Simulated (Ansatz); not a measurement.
A hypothetical phase is included: elements placed on a structure type, which no database files for this compound.

By PBEsol, the system below comes out a metal.

Here is the system:

```xyz
3
Lattice="2.6443 0.0000 0.0000 0.0000 8.2901 0.0000 1.3222 4.1450 1.3222" Properties=species:S:1:pos:R:3 pbc="T T T"
Mg     0.0000     0.0000     0.0000
B      0.0000     5.9318     0.0000
B      0.0000     2.3582     0.0000
```

The cell was relaxed by PBE-D3(BJ); by PBEsol it stands under a pressure of 2.5 GPa.

The current flows along the normal of the first two printed cell vectors, the (100) plane of the conventional cell. No spin-orbit coupling; the value is a mean over 0.1 eV about the Fermi level.

**Question.** Estimate the ballistic conductance per area that PBEsol (Ansatz, a first-principles code) returns for this system.

**Answer.** 1.5 × 10¹⁵ S/m² for both spins.
